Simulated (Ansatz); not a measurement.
Consider CdSe in the wurtzite structure (space group P6_3mc, No. 186; a = 4.248 Å, c = 6.941 Å). Axes: x lies along a and z along c of the hexagonal cell.

Computed with LDA (Ansatz, an electronic-structure program; PAW; 420 eV plane waves; without spin-orbit coupling).

One thing is altered: the cell is stretched by 1.20 % along x with no lateral relaxation; the atoms relax in the strained cell.

### Question
Predict the stress tensor and what it implies for the stiffness.

### Answer
Stress of the strained cell less that of the base (GPa, compression positive):
```
  -0.95    0.00    0.00
   0.00   -0.58    0.00
   0.00    0.00   -0.48
```

Then −Δσ_ii/ε with ε = 0.0120 gives relaxed-ion elastic constants: C11 ≈ 79 GPa, C12 ≈ 48 GPa and C13 ≈ 40 GPa.

No phonon test of stability was made.
